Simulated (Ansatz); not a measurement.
System: fluorite PtAl2. Method: BLYP (Ansatz, an electronic-structure program, plane waves, PAW).

Input:

Ansatz 0.2 input:
```yaml
crystal:
  lattice:
    - [0.0, 3.0049758932, 3.0049758932]
    - [3.0049758932, 0.0, 3.0049758932]
    - [3.0049758932, 3.0049758932, 0.0]
  atoms:
    - { symbol: Al, position: [0.25, 0.25, 0.25] }
    - { symbol: Al, position: [0.75, 0.75, 0.75] }
    - { symbol: Pt, position: [0.0, 0.0, 0.0] }
basis:
  ecutwfc: 520
  ecutrho_ratio: 4
  xc_grid: 2
kpoints:
  mp_grid: { grid: [16, 16, 16] }
hamiltonian:
  xc: blyp
  dispersion: none
  pseudopotentials: { kind: paw }
scf:
  occupations: { method: fermi_dirac, width: 0.05 }
  convergence: { dr2_threshold: 0.0000000003 }
output:
  forces: true
  stress: true
  eigenvalues: true
```

Excerpt of the program's output:

```
Crystal: 3 atoms, lattice volume = 54.269 Å³
Basis set: ecut = 520 eV, 1459 PW (Γ), exchange–correlation on 64×64×64 points (8 copies of the dense FFT grid, shifted against one another)
Bands: 16, of which v1, the nominal top of the filled ones, is band 12 counted from 1 (11 counted from 0)
Symmetry: 48 space group operations
Space group: Fm-3m (ITA 225), of the structure as read, at distance tolerance 3.8e-5 Å
k-points: 145 of 4096
Functional: x = b88, c = lyp
SCF iter   1: F=—  HF=-13633.313967 eV  |F-HF|=—  |Δ(HF+E_count)|=         —  Δρ=5.70e-3  dr2=3.31e-2
SCF iter   2: F=—  HF=-13633.308753 eV  |F-HF|=—  |Δ(HF+E_count)|=   5.21e-3  Δρ=3.01e-3  dr2=8.55e-3
  ...
SCF iter   7: F=—  HF=-13633.306458 eV  |F-HF|=—  |Δ(HF+E_count)|=   2.44e-6  Δρ=1.58e-6  dr2=1.13e-9
SCF iter   8: F=-13633.306458 eV  HF=-13633.306458 eV  |F-HF|=4.37e-11  |Δ(HF+E_count)|=   1.07e-9  Δρ=4.01e-7  dr2=8.10e-11
SCF 1 converged in 8 iterations: F = -13633.306458 eV  dr2 = 8.10e-11
SCF converged after 8 iterations
Free energy (F): -13633.306458 eV
Internal energy: -13633.297135 eV  (E = F + TS)
E sigma→0 (E₀):  -13633.301797 eV
Fermi energy:    11.192948 eV
--- Forces (eV/Å), atoms counted from 1 ---
  atom   1  Al     0.00000000     0.00000000    -0.00000000
  atom   2  Al    -0.00000000    -0.00000000     0.00000000
  atom   3  Pt    -0.00000000     0.00000000     0.00000000
--- Stress (GPa, compression-positive) ---
       -0.000153       0.000000       0.000000
       -0.000000      -0.000153       0.000000
        0.000000       0.000000      -0.000153
  P = ⅓ Tr σ = -0.0002 GPa (-0.002 kbar)
```

The PAW data were made under PBE.
